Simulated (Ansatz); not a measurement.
Pair distribution function (total) of Ag (fcc), cell Ag32, begun in the crystal structure [in the run: it stayed crystalline; mean temperature 1036 K (target 1040 K); density 9.38 g/cm³, volume +12 % from the start crystal's; mean pressure -0.4 GPa against a target of 0; one k-point, which a denser mesh shifts by -0.5 GPa in pressure and 0.07 eV/Å in forces], from MD at 1036 K. All values below come from r2SCAN (plane waves, PAW; Ansatz, a program for electronic structure). Volume per atom 19.09 Å³, mean pressure -0.4 GPa. 

(r (Å), g(r)): (1.90, 0.00); (1.94, 0.00); (1.98, 0.00); (2.02, 0.00); (2.06, 0.00); (2.10, 0.00); (2.14, 0.00); (2.18, 0.00); (2.22, 0.00); (2.26, 0.00); (2.30, 0.00); (2.34, 0.00); (2.38, 0.02); (2.42, 0.05); (2.46, 0.10); (2.50, 0.27); (2.54, 0.47); (2.58, 0.81); (2.62, 1.30); (2.66, 1.71); (2.70, 2.31); (2.74, 2.63); (2.78, 2.95); (2.82, 3.28); (2.86, 3.27); (2.90, 3.38); (2.94, 3.23); (2.98, 3.05); (3.02, 2.78); (3.06, 2.56); (3.10, 2.36); (3.14, 2.17); (3.18, 1.85); (3.22, 1.67); (3.26, 1.39); (3.30, 1.25); (3.34, 1.07); (3.38, 0.94); (3.42, 0.81); (3.46, 0.70); (3.50, 0.56); (3.54, 0.55); (3.58, 0.47); (3.62, 0.45); (3.66, 0.39); (3.70, 0.35); (3.74, 0.34); (3.78, 0.36); (3.82, 0.33); (3.86, 0.37); (3.90, 0.40); (3.94, 0.45); (3.98, 0.45); (4.02, 0.51); (4.06, 0.52); (4.10, 0.58); (4.14, 0.58); (4.18, 0.66); (4.22, 0.67)

Read off where the first shell ends and the number of neighbours in it.

first minimum near 3.8 Å (g down to about 0.33); 12.4 neighbours in the shell, from n = 4πρ∫r²g(r)dr.
